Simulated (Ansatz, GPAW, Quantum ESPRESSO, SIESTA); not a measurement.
Sn2Ir (Fm-3m, 3 atoms in the cell) computed with different codes at matched settings

Self-consistent single point.

```
CELL_PARAMETERS angstrom
      0.00000     3.18352     3.18352
      3.18352     0.00000     3.18352
      3.18352     3.18352     0.00000
ATOMIC_POSITIONS crystal
  Sn 0.75000 0.75000 0.75000
  Sn 0.25000 0.25000 0.25000
  Ir 0.00000 0.00000 0.00000
```

Shared settings, as Ansatz (a program for electronic structure) writes them: kpoints.mp_grid.grid = 12 12 12; scf.occupations.method = fermi_dirac; scf.occupations.width = 0.1 eV. Potentials and cutoffs stand in the table.

```tsv
code	model	pressure (GPa)	cutoff
SIESTA	LDA PW92, numerical atomic orbitals TZP, PseudoDojo LDA standard norm-conserving potentials (rewritten from UPF to PSML)	-3.94	grid 300 Ry
GPAW	LDA (Perdew-Wang 92), GPAW PAW datasets LDA (gpaw-data 1.0.1)	-4.38	600 eV
Ansatz	LDA (PW92), PAW files made with PBE	-3.78	420 eV
Quantum ESPRESSO	LDA (PZ), GBRV 1.5 ultrasoft (LDA) pseudopotentials	-3.98	40 Ry
```

On Ansatz's run: spin-orbit coupling is off. Spin polarisation is off.

The spread over the programs that give each value: pressure within 0.60 GPa.

SIESTA uses small atom-centred bases, whose incompleteness enters pressures, forces and empty levels differently from a plane-wave cutoff. Ansatz's pressure is given at a fixed set of plane waves, as the other plane-wave codes print theirs. The same LDA comes in different parametrisations, which differ slightly.

The starting cell comes from a database of computed structures (which also holds hypothetical and non-ambient phases and stackings), without a prior relaxation at this level.

Left out of this page: Elk and FLEUR (not drawn, or without a comparable value).

Keys are those of Ansatz 0.2.
